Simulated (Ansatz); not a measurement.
For fluorite HfO₂ (high-temperature phase), r²SCANh (PAW; Ansatz, a program for electronic structure) gives:

```
Quantity                          Value
------------------------------  -------
equilibrium lattice constant a  5.050 Å
bulk modulus                    277 GPa
band gap                        5.19 eV
```

Task: What does Hartree–Fock in Ansatz (plane waves, PAW) give for the same quantities?

Result: 
- lattice constant a: 5.091 Å (goes up by 0.8 %)
- bulk modulus: 285 GPa (rises by 2.9 %)
- band gap: 13.91 eV (rises by 8.72 eV)

For comparison: bulk modulus 242 ± 16 GPa (measured, room temperature, not corrected to a static lattice, nanocrystalline cubic HfO2, second-order Birch-Murnaghan; as tabulated in High-pressure structural stability, equation of state, and thermal expansion …).

Changes are worked out from the printed values.

Unless a cell is named, each level is at its own relaxed cell (r²SCANh 10.73, Hartree–Fock 11.00 Å³/atom).

Levels without +SOC leave out spin–orbit coupling, which shifts energies and cells of such heavy elements.

Levels without +SOC have no spin–orbit coupling; where heavier elements are present it shifts gaps, mostly down, and can invert bands. Density-functional gaps are differences of (generalised) Kohn–Sham levels.

Caveats: symmetry holds this phase in the static calculation, where it need not be a minimum (r²SCANh, Hartree–Fock). Ansatz's density-functional and Hartree–Fock values are scalar-relativistic unless marked +SOC, with PAW data made under PBE.
